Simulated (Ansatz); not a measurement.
Response to strain in TiSi2

Base system: TiSi2 (space group Cmcm, No. 63; a = 3.527 Å, b = 13.523 Å, c = 3.566 Å). Axes: x, y, z lie along a, b, c of the conventional cell.

Strains are applied to the cell and any free atomic positions relax; under biaxial strain the out-of-plane vector relaxes too; under stress the whole cell relaxes.

Method: DFT with r2SCAN, PAW potentials and a 500 eV plane-wave cutoff in Ansatz (a program for electronic structure), no spin-orbit coupling, earlier PAW set.

Notes on the quantities. pressure: mean of the normal stresses, compression positive.

```csv
change,pressure,shortest interatomic distance,space group
base,0.0 GPa,238.0 pm,Cmcm (No. 63)
"biaxial strain −3.74 %, plane normal [001], relaxed out of plane",7.7 GPa,238.4 pm,Cmcm (No. 63)
"biaxial strain +0.38 %, plane normal [001], relaxed out of plane",-0.6 GPa,238.0 pm,Cmcm (No. 63)
"biaxial strain +2.28 %, plane normal [001], relaxed out of plane",-3.7 GPa,238.2 pm,Cmcm (No. 63)
"biaxial strain +4.91 %, plane normal [001], relaxed out of plane",(withheld),(withheld),Cmcm (No. 63)
isotropic strain +3.27 %,-10.9 GPa,242.0 pm,Cmcm (No. 63)
uniaxial strain ε_xx = −1.94 %,3.1 GPa,237.3 pm,Cmcm (No. 63)
tensor shear ε_yz = −1.16 %,0.1 GPa,236.2 pm,C2/m (No. 12)
"uniaxial stress, 5 GPa tension along z",–,239.3 pm,Cmcm (No. 63)
```

**Question.** Complete the table.

**Answer.** 
- biaxial strain +4.91 %, plane normal [001], relaxed out of plane, pressure: -7.0 GPa
- biaxial strain +4.91 %, plane normal [001], relaxed out of plane, shortest interatomic distance: 238.8 pm

Without a gap, meshes like the base's 14×14×13 leave anisotropic stresses uncertain by several tenths of a GPa, and small strain energies with them. Beyond what the load breaks, stability against distortions was not tested. The final runs are not spin-polarised.
